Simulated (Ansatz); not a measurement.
Consider TiAl (space group P4/mmm, No. 123; a = 2.813 Å, c = 4.062 Å; relaxed with 0.1 eV smearing). Axes: x, y, z lie along a, b, c of the conventional cell.

The values are results of plane-wave PAW DFT at the r2SCAN level (Ansatz, a quantum-chemistry and plane-wave program, 500 eV), without spin-orbit coupling, not measurements.

It is then changed as follows: an isotropic linear strain of +2.50 %; the atoms relax in the strained cell.

### Question
Predict the stress tensor and what it implies for the stiffness.

### Answer
Stress of the strained cell less that of the base (GPa, compression positive):
```
   -7.8     0.0     0.0
    0.0    -7.8     0.0
    0.0     0.0    -7.7
```

Then B = −ΔP/(ΔV/V₀) with ΔV/V₀ = 0.0769 gives secant stiffness values (nonlinear terms included at this strain): B (at held cell shape, above the free-shape value) ≈ 101 GPa.

As a check, the harmonic strain energy −½ V₀ Δσ:ε is 29 meV/atom; the computed energy rise is 32 meV/atom.

Stability against distortions was not tested. The final runs are not spin-polarised.
